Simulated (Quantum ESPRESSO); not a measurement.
Density of states of Cu₃Ge (Pmmn, 8 atoms in the cell).

```yaml
crystal:
  lattice:
    - [4.17077, 0.00000, 0.00000]
    - [0.00000, 5.21103, 0.00000]
    - [0.00000, 0.00000, 4.54116]
  atoms:
    - { symbol: Cu, position: [0.00000, 0.50000, 0.16331] }
    - { symbol: Cu, position: [0.50000, 0.00000, 0.83669] }
    - { symbol: Cu, position: [0.50000, 0.24831, 0.33710] }
    - { symbol: Cu, position: [0.50000, 0.75169, 0.33710] }
    - { symbol: Cu, position: [0.00000, 0.25169, 0.66290] }
    - { symbol: Cu, position: [0.00000, 0.74831, 0.66290] }
    - { symbol: Ge, position: [0.50000, 0.50000, 0.82486] }
    - { symbol: Ge, position: [0.00000, 0.00000, 0.17514] }
```

Level of theory: LDA (PZ), PSlibrary ultrasoft (LDA) pseudopotentials (plane waves; Quantum ESPRESSO 7.5).

SCF settings: ecutwfc = 55 Ry; ecutrho = 330 Ry; occupations = smearing; smearing = gaussian; degauss = 0.0073499 Ry; potentials = {Cu: Cu.pz-dn-rrkjus_psl.1.0.0.UPF, Ge: Ge.pz-n-rrkjus_psl.1.0.0.UPF}; K_POINTS = automatic 4 4 4 0 0 0; conv_thr = 1e-09 Ry. Keys of the DOS step: nscf.calculation = nscf; nscf.verbosity = high; nscf.nbnd = 47; nscf.startingwfc = random; nscf.diago_thr_init = 1e-06; nscf.diagonalization = cg; nscf.K_POINTS = automatic 9 9 9 0 0 0; dos.x.fildos = dos.dat; dos.x.Emin = -15 eV; dos.x.Emax = 30 eV; dos.x.DeltaE = 0.05 eV; dos.x.ngauss = 0; dos.x.degauss = 0.00735 Ry.

The starting cell comes from a database of computed structures (which also holds hypothetical and non-ambient phases and stackings), without a prior relaxation at this level. Spin polarisation is off.

Total DOS (both spins), as means of the tabulated values in each energy bin; the zero is the program's Fermi level or highest filled level, and the curve is cut to this window:

```
E (eV) | states/eV/cell
    -7.75 |  0.29
    -7.25 | ## 1.99
    -6.75 | #### 3.31
    -6.25 | ### 2.34
    -5.75 | ### 2.77
    -5.25 | ###### 5.33
    -4.75 | ############ 10.4
    -4.25 | ######################### 20.7
    -3.75 | ##################### 17.5
    -3.25 | ########################### 22.5
    -2.75 | ############################## 25.0
    -2.25 | #################### 16.3
    -1.75 | ##### 4.37
    -1.25 | #### 3.59
    -0.75 | ### 2.82
    -0.25 | ### 2.42
     0.25 | ## 1.90
     0.75 | ## 1.67
     1.25 | ## 1.77
     1.75 | ### 2.50
     2.25 | ### 2.56
     2.75 | ## 2.02
```

Around zero the curve holds about 2.0 states/eV/cell.
